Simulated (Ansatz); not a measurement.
A computed series for WSe2: response to strain

Consider WSe₂ (space group P6_3/mmc, No. 194; layered, stacked along the Cartesian z axis).

```yaml
crystal:
  lattice:
    - [3.23049, 0.00000, 0.00000]
    - [-1.61525, 2.79769, 0.00000]
    - [0.00000, 0.00000, 12.41108]
  atoms:
    - { symbol: W, position: [0.66667, 0.33333, 0.75000] }
    - { symbol: W, position: [0.33333, 0.66667, 0.25000] }
    - { symbol: Se, position: [0.66667, 0.33333, 0.38545] }
    - { symbol: Se, position: [0.33333, 0.66667, 0.88545] }
    - { symbol: Se, position: [0.33333, 0.66667, 0.61455] }
    - { symbol: Se, position: [0.66667, 0.33333, 0.11455] }
```

Cartesian axes are those of the cell as printed.

Strains are applied to the cell and any free atomic positions relax.

Calculations: PBEsol-D3(BJ), PAW, 420 eV (Ansatz, a first-principles code; spin-orbit coupling left out).

Notes on the quantities. energy relative to the base: free energy F; pressure: mean of the normal stresses, compression positive.

| variant | electron mass | largest internal atomic displacement | energy relative to the base | pressure | smallest direct gap |
|---|---|---|---|---|---|
| base | – | – | 0 meV/atom | 0.0 kbar | 1.65 eV |
| tensor shear ε_xz = +0.67 % | 0.42 mₑ along x, 0.47 mₑ along y, 0.33 mₑ along z (off the special points) | 0.020 Å | +0.4 meV/atom | 0.3 kbar | 1.65 eV |
| tensor shear ε_xz = +1.33 % | 0.42 mₑ along x, 0.47 mₑ along y, 0.34 mₑ along z (off the special points) | 0.041 Å | +1.5 meV/atom | 0.9 kbar | 1.66 eV |
| tensor shear ε_xz = +1.67 % | 0.42 mₑ along x, 0.47 mₑ along y, 0.34 mₑ along z (off the special points) | 0.053 Å | +2.4 meV/atom | 1.6 kbar | 1.67 eV |
| tensor shear ε_xz = +0.33 % | 0.42 mₑ along x, 0.47 mₑ along y, 0.33 mₑ along z (off the special points) | – | +0.1 meV/atom | 0.1 kbar | 1.65 eV |
| tensor shear ε_xz = +2.00 % | 0.43 mₑ along x, 0.48 mₑ along y, 0.34 mₑ along z (off the special points) | 0.065 Å | +3.4 meV/atom | 2.3 kbar | 1.67 eV |
| tensor shear ε_xz = +1.00 % | 0.42 mₑ along x, 0.47 mₑ along y, 0.34 mₑ along z (off the special points) | 0.032 Å | +0.9 meV/atom | 0.5 kbar | 1.66 eV |

Spin-orbit coupling, missing from the scalar runs, can matter with W. Effective masses come from finite differences of ±0.01 Å⁻¹. Stability against distortions was not tested. k-point labels follow each cell's own Brillouin zone.
